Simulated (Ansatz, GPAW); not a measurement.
An Ansatz (a program for electronic structure) input for a self-consistent single point of WSi₂ (I4/mmm, 3 atoms in the cell) (DFT, PBE, plane waves, default PAW files):

Ansatz 0.2 input:
```yaml
crystal:
  lattice:
    - [-1.62875400, 1.62875400, 3.97294200]
    - [1.62875400, -1.62875400, 3.97294200]
    - [1.62875400, 1.62875400, -3.97294200]
  atoms:
    - { symbol: Si, position_ang: [-0.00000000, 0.00000000, 5.28401286] }
    - { symbol: Si, position_ang: [-0.00000000, 0.00000000, 2.66187114] }
    - { symbol: W, position_ang: [0.00000000, 0.00000000, 0.00000000] }
basis:
  ecutwfc: 30.9 Ry
kpoints:
  mp_grid: { grid: [14, 14, 14] }
hamiltonian:
  xc: pbe
  pseudopotentials: { kind: paw }
scf:
  occupations: { method: gaussian, width: 0.0037 Ry }
output:
  forces: true
  eigenvalues: true
  stress: true
```

Problem. Give the GPAW input for the same structure, mesh, smearing and functional.

Solution. One input that does it (others would too):

```python
from ase import Atoms
from ase.units import GPa
from gpaw import GPAW

atoms = Atoms(['Si', 'Si', 'W'],
              cell=[[-1.628754, 1.628754, 3.972942],
                    [1.628754, -1.628754, 3.972942],
                    [1.628754, 1.628754, -3.972942]],
              positions=[[-0.000000, 0.000000, 5.284013],
                         [-0.000000, 0.000000, 2.661871],
                         [0.000000, 0.000000, 0.000000]],
              pbc=True)

calc = GPAW(mode={'name': 'pw', 'ecut': 550},
            xc='PBE',
            kpts={'size': (14, 14, 14), 'gamma': True},
            occupations={'name': 'methfessel-paxton', 'width': 0.05, 'order': 0},
            nbands=-9,
            convergence={'forces': 0.001},
            symmetry={'symmorphic': False, 'tolerance': 0.0005},
            maxiter=100,
            txt='-')

atoms.calc = calc

energy = atoms.get_potential_energy()
print('Energy (eV):', round(energy, 6))
forces = atoms.get_forces()
print('Forces (eV/Ang):')
print(forces.round(5))
stress = atoms.get_stress()
print('Stress (GPa, Voigt):', (stress / GPa).round(4))
```

Basis, cutoffs, solver keys and any potentials are the target program's own. This input uses DFT PBE, plane waves, GPAW PAW datasets PBE (gpaw-data 1.0.1). The width in Ry is rounded to four decimals. Both were run: pressure -5.71 GPa in Ansatz and -5.13 in GPAW; largest force 0.019 eV/Å in Ansatz and 0.011 in GPAW. Ansatz's pressure is the one without its finite-basis correction.

On Ansatz: the starting cell has typed, rounded lattice constants, without a prior relaxation at this level. Its lattice was rescaled by a random factor within 2.5 % of one. Spin polarisation is off. With a pressure of about -6 GPa the cell is away from its equilibrium volume at this level.

On GPAW: the starting cell has typed, rounded lattice constants, without a prior relaxation at this level. Its lattice was rescaled by a random factor within 2.5 % of one. Spin polarisation is off. With a pressure of about -5 GPa the cell is away from its equilibrium volume at this level.
